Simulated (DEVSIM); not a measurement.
Structure: Schottky contact on n-type CdTe, at 400 K.

Layer 1 from the left is CdTe, thickness (μm) 13.0, Nd (cm⁻³) 2.3e16, τn (s) 4.5e-10, τp (s) 4.5e-10. Layer 2 from the left is CdTe, thickness (μm) 0.630, Nd (cm⁻³) 5.5e17, τn (s) 4.5e-10, τp (s) 4.5e-10.

Left contact: Schottky, work function 4.99 eV, emission velocity 2.3e6 cm/s. Right contact: ohmic. Voltage is applied to the left contact. Recombination: SRH at mid-gap, Auger. Mobility is μmin + (μ − μmin)/(1 + (N/Nref)^α).

Constants are typed, rounded textbook-type inputs, not results; the design itself was drawn at random and stands for no fabricated device. Values at 300 K; Nc and Nv go as T^1.5, mobilities as T to minus their exponent, the gap by Varshni's rule with the affinity fixed.

CdTe: gap (eV) 1.5, affinity (eV) 4.28, permittivity 10.2, Nc (cm⁻³) 8e17, Nv (cm⁻³) 1.8e19, μn (cm²/Vs) 1000, μp (cm²/Vs) 80, μn,min 100, μp,min 10, Nref,n 1e17, Nref,p 1e17, αn 0.6, αp 0.6, T exponent of μn 1.7, T exponent of μp 1.5, Cn (cm⁶/s) 1e-30, Cp (cm⁶/s) 1e-30, Varshni α (eV/K) 0.00031, Varshni β (K) 108.

Simulated with DEVSIM: 1D drift-diffusion, Boltzmann statistics, complete ionisation; no tunnelling, impact ionisation, image-force lowering or self-heating. Metal contacts follow the ideal Schottky-Mott rule: no Fermi-level pinning, no interface dipoles.

**Question.** What does the simulation give for the dark forward voltage at 1 A/cm², the dark forward voltage at 100 A/cm², the potential step across the device at zero bias?

**Answer.** dark forward voltage at 1 A/cm² 0.266 V; dark forward voltage at 100 A/cm² 0.502 V; potential step across the device at zero bias 0.682 V.
